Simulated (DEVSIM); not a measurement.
Device: illuminated Si n-on-p cell, one wavelength, at 300 K.

Layer 1 from the left is Si, thickness (μm) 0.430, Nd (cm⁻³) 7.9e17, τn (s) 2.8e-6, τp (s) 4.8e-7, absorption coefficient (cm⁻¹) 6100. Layer 2 from the left is Si, thickness (μm) 48.0, Na (cm⁻³) 8e16, τn (s) 2.3e-5, τp (s) 2.3e-5, absorption coefficient (cm⁻¹) 6100.

Left contact: ohmic, minority hole recombination velocity 4e5 cm/s. Right contact: ohmic, minority electron recombination velocity 600 cm/s. Voltage is applied to the left contact. Recombination: SRH at mid-gap, radiative, Auger. Light enters at the left, 4.2e16 photons cm⁻² s⁻¹, one pass, no reflection. Mobility is μmin + (μ − μmin)/(1 + (N/Nref)^α).

This is a model device: material constants are rounded textbook-type values typed into the input, and sizes, dopings and lifetimes were drawn at random. Values at 300 K.

Si: gap (eV) 1.124, affinity (eV) 4.05, permittivity 11.7, Nc (cm⁻³) 2.86e19, Nv (cm⁻³) 3.1e19, μn (cm²/Vs) 1417, μp (cm²/Vs) 470, μn,min 52, μp,min 45, Nref,n 9.7e16, Nref,p 2.2e17, αn 0.68, αp 0.72, B (cm³/s) 4.7e-15, Cn (cm⁶/s) 2.8e-31, Cp (cm⁶/s) 9.9e-32.

DEVSIM, 1D drift-diffusion, Boltzmann statistics, complete ionisation; no tunnelling, impact ionisation, image-force lowering or self-heating.

What does the simulation give for the open-circuit voltage, the potential step across the device at zero bias, the share of generated pairs collected at short circuit, the fill factor?

open-circuit voltage 0.563 V; potential step across the device at zero bias 0.877 V; share of generated pairs collected at short circuit 0.902; fill factor 0.82.
